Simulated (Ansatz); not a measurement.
**What Al → Cd does to TiAl3**

Start from TiAl3 (space group I4/mmm, No. 139; a = 3.816 Å, c = 8.551 Å).

Perturbation: full substitution Al → Cd; the structure is relaxed again.

The values are results of PBEsol (Ansatz, a program for electronic structure), no spin-orbit coupling, not measurements. k-mesh 12×12×12 (Γ-centred); smearing 0.05 eV (Fermi–Dirac), for the changed cell.

```csv
quantity,base,changed,shift
density,3.44 g/cm³,8.44 g/cm³,+5.006 g/cm³
space group,I4/mmm (No. 139),Fm-3m (No. 225),–
shortest interatomic distance,2.698 Å,2.908 Å,+0.210 Å
band gap,zero,zero,–
```

Final structure:

```
TiCd3
1.0
    0.00000     3.35833     3.35833
    3.35833     0.00000     3.35833
    3.35833     3.35833     0.00000
Cd Ti
3 1
Direct
  0.50000   0.50000   0.50000
  0.75000   0.75000   0.75000
  0.25000   0.25000   0.25000
  0.00000   0.00000   0.00000
```

Whether these cells are dynamically stable was not tested. As relaxed here, TiCd3 is a hypothetical phase, not in the database extracts checked. All final runs are without spin polarisation. TiCd3 has a high density of states at the Fermi level and may be magnetic at this level.
